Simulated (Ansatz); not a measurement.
**Pd: pressure 100 GPa**

Base system: Pd in the fcc (Cu type) structure (space group Fm-3m, No. 225; a = 3.876 Å).

Now apply this change: cell and atoms relaxed at a pressure of 100 GPa.

Computed with PBEsol (Ansatz, a quantum-chemistry and plane-wave program), no spin-orbit coupling, earlier PAW set. k-mesh 21×21×21 (Γ-centred); smearing 0.05 eV (Fermi–Dirac).

The volume per atom shrinks by 3.23 Å³ (14.55 Å³ → 11.32 Å³) and the density increases by 3.462 g/cm³ to 15.61 g/cm³. The lattice parameter a drops by 0.311 Å (3.876 Å → 3.565 Å) and the enthalpy H = E + PV relative to the base's energy is +7.84 eV/atom. The band gap stays zero.

Load acts through the strain it causes; cell and atoms are relaxed under it. Whether these cells are dynamically stable was not tested. Competing high-pressure phases were not computed. The final runs are not spin-polarised.
